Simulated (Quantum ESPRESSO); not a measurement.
Worked example: self-consistent single point of FePt (P4/mmm, 2 atoms in the cell) in Quantum ESPRESSO.

Level of theory: LDA (PZ), PSlibrary ultrasoft (LDA) pseudopotentials (plane waves; Quantum ESPRESSO 7.5).

```xyz
2
Lattice="2.7280 0.0000 0.0000 0.0000 2.7280 0.0000 0.0000 0.0000 3.7374" Properties=species:S:1:pos:R:3 pbc="T T T"
Fe     0.0000     0.0000     0.0000
Pt     1.3640     1.3640     1.8687
```
Moments meant for the start (each program seeds them in its own way; μB, in the order of the atoms Fe Pt): 4.0 1.0.

Reference input (self-consistent single point, DFT, LDA (PZ), plane waves, PSlibrary ultrasoft (LDA) pseudopotentials): ecutwfc = 55 Ry; ecutrho = 550 Ry; occupations = smearing; smearing = mp; degauss = 0.0099958 Ry; nspin = 2; potentials = {Fe: Fe.pz-n-rrkjus_psl.1.0.0.UPF, Pt: Pt.pz-n-rrkjus_psl.1.0.0.UPF}; K_POINTS = automatic 14 14 11 1 1 1; conv_thr = 1e-11 Ry; mixing_beta = 0.3. This run's input differs from it in these lines:

```diff
@@ -17,3 +17,3 @@
    smearing = 'mp'
-   degauss = 0.0099958
+   degauss = 0.0073499
    nspin = 2
@@ -33,3 +33,3 @@
 K_POINTS automatic
-14 14 11  1 1 1
+13 13 10  1 1 1
```

Output (repeated stretches shortened):

```
     Self-consistent Calculation

     iteration #  1     ecut=    55.00 Ry     beta= 0.30

     total energy              =    -126.08189449 Ry
     estimated scf accuracy    <       0.39845464 Ry

     total magnetization       =     3.09 Bohr mag/cell
     absolute magnetization    =     3.09 Bohr mag/cell

     iteration #  2     ecut=    55.00 Ry     beta= 0.30

     total energy              =    -126.15155284 Ry
     estimated scf accuracy    <       0.83754694 Ry

     total magnetization       =     3.55 Bohr mag/cell
     absolute magnetization    =     3.56 Bohr mag/cell

     iteration #  3     ecut=    55.00 Ry     beta= 0.30

   [... lines left out ...]
     absolute magnetization    =     3.38 Bohr mag/cell

   [... 14 blocks of this kind left out ...]

     iteration # 18     ecut=    55.00 Ry     beta= 0.30

     total energy              =    -126.23120874 Ry
     estimated scf accuracy    <          3.8E-11 Ry

     total magnetization       =     3.23 Bohr mag/cell
     absolute magnetization    =     3.34 Bohr mag/cell

     iteration # 19     ecut=    55.00 Ry     beta= 0.30

     Magnetic moment per site  (integrated on atomic sphere of radius R)
     atom   1 (R=0.406)  charge=  6.7698  magn=  2.8769
     atom   2 (R=0.406)  charge=  7.8531  magn=  0.3853
     End of self-consistent calculation

     Number of k-points >= 100: set verbosity='high' to print the bands.

     the Fermi energy is    14.7435 ev

!    total energy              =    -126.23120874 Ry
     estimated scf accuracy    <          3.0E-13 Ry
     smearing contrib. (-TS)   =      -0.00007683 Ry
     internal energy E=F+TS    =    -126.23113191 Ry

     total magnetization       =     3.23 Bohr mag/cell
     absolute magnetization    =     3.34 Bohr mag/cell

     convergence has been achieved in  19 iterations

     Forces acting on atoms (cartesian axes, Ry/au):

     atom    1 type  1   force =     0.00000000    0.00000000    0.00000000
     atom    2 type  2   force =     0.00000000    0.00000000    0.00000000

     Total force =     0.000000     Total SCF correction =     0.000000

          total   stress  (Ry/bohr**3)                   (kbar)     P=     -130.34
  -0.00090913   0.00000000   0.00000000         -133.74        0.00        0.00
   0.00000000  -0.00090913   0.00000000            0.00     -133.74        0.00
   0.00000000   0.00000000  -0.00083989            0.00        0.00     -123.55

   JOB DONE.
```

The run converged in 19 iterations. Against the reference run the free energy goes up by 2.8 meV/atom, the pressure goes from -13.24 to -13.03 GPa and the size of the net moment stays at 1.61 μB/atom.

The starting cell comes from a database of computed structures (which also holds hypothetical and non-ambient phases and stackings), without a prior relaxation at this level. The magnetic order is the one reached from the typed start; others were not searched systematically. With a pressure of about -13 GPa the cell is away from its equilibrium volume at this level.

Cost on one core of a shared machine: roughly 3 min.
